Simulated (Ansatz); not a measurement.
Start from PbSe in the rock salt structure (space group Fm-3m, No. 225; a = 6.218 Å).

Computed with Kohn–Sham DFT with the PBE functional, run in Ansatz (an electronic-structure program) with PAW and 420 eV plane waves, no spin-orbit coupling, earlier PAW set.

Base values:

| Property | Result |
|---|---|
| Electron mass | 0.15 mₑ along k, 0.12 mₑ across (at L) |
| Band gap | 0.44 eV |
| Density | 7.91 g/cm³ |

Perturbation: Te takes the place of Se on all its sites; the structure is relaxed again.

Question: What happens to the electron mass?

Answer: The electron mass goes from 0.15 mₑ along k, 0.12 mₑ across (at L) to 0.31 mₑ along k, 0.11 mₑ across (at L).

Question: Predict the new band gap.

Answer: The band gap goes up by 0.39 eV, from 0.44 eV to 0.83 eV.

Question: How does this affect the density?

Answer: The density drops by 0.064 g/cm³ to 7.84 g/cm³.

With Pb and Te present, leaving out spin-orbit coupling can change the band edges. Effective masses come from finite differences of ±0.01 Å⁻¹. Along k means along the line from Γ to the band edge. Whether these cells are dynamically stable was not tested.
